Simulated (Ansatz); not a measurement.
Reference: Ag (Fm-3m), r2SCAN, rigid bands (plane waves, PAW, scalar-relativistic; Ansatz, an electronic-structure program); geometry: cell and atoms relaxed with PBEsol.

```
CELL_PARAMETERS angstrom
      0.00000     2.02750     2.02750
      2.02750     0.00000     2.02750
      2.02750     2.02750     0.00000
ATOMIC_POSITIONS crystal
  Ag 0.00000 0.00000 0.00000
```

- density of states at the Fermi level per atom = 0.25 states/eV
- Drude plasma energy = 9.5 eV
- root-mean-square Fermi velocity = 15.1 ×10⁵ m/s

Swap Ag for Au, keeping the structure type. How do these values move?

Au (Fm-3m): volume per atom 16.7 to 17.0 Å³; density of states at the Fermi level per atom stays about the same (0.25 states/eV to 0.26 states/eV); Drude plasma energy stays about the same (9.5 eV to 9.3 eV); root-mean-square Fermi velocity stays about the same (15.1 ×10⁵ m/s to 14.6 ×10⁵ m/s).

Replace Ag by Cu on the same sites and relax. What happens?

Cu (Fm-3m): volume per atom 16.7 to 11.3 Å³; density of states at the Fermi level per atom rises (0.25 states/eV to 0.28 states/eV); Drude plasma energy stays about the same (9.5 eV to 9.3 eV); root-mean-square Fermi velocity falls (15.1 ×10⁵ m/s to 11.5 ×10⁵ m/s).

Swap Ag for Rh, keeping the structure type. How do these values move?

Rh (Fm-3m): volume per atom 16.7 to 13.5 Å³; density of states at the Fermi level per atom rises (0.25 states/eV to 1.19 states/eV); Drude plasma energy rises (9.5 eV to 10.5 eV); root-mean-square Fermi velocity falls (15.1 ×10⁵ m/s to 6.9 ×10⁵ m/s).

Moves up to 8 % count as about the same. Metals at this level; values at 300 K, both spins, means over directions. As a rough test of the mesh, the Fermi surface's area from every second k point differs by up to 5 %. Spin-orbit coupling is left out.

The missing spin-orbit coupling matters most for Au (Fm-3m).
